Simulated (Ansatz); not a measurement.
**Response to strain in BeTe**

Consider BeTe in the zinc blende structure (space group F-43m, No. 216; a = 5.604 Å).

Strains are applied to the cell and any free atomic positions relax.

Level of theory: Kohn–Sham DFT with the PBEsol functional, run in Ansatz (an electronic-structure program) with PAW and 420 eV plane waves, no spin-orbit coupling.

Candidates:
(a) isotropic strain +1.00 %
(b) isotropic strain +2.50 %
(c) isotropic strain +2.00 %

For the base:

The band gap comes out as 1.84 eV.

Question: Order them by band gap, highest first.

Answer: (b) isotropic strain +2.50 % (2.01 eV), (c) isotropic strain +2.00 % (1.98 eV), (a) isotropic strain +1.00 % (1.91 eV)

With Te present, leaving out spin-orbit coupling can change the band edges. Whether these cells are dynamically stable was not tested.
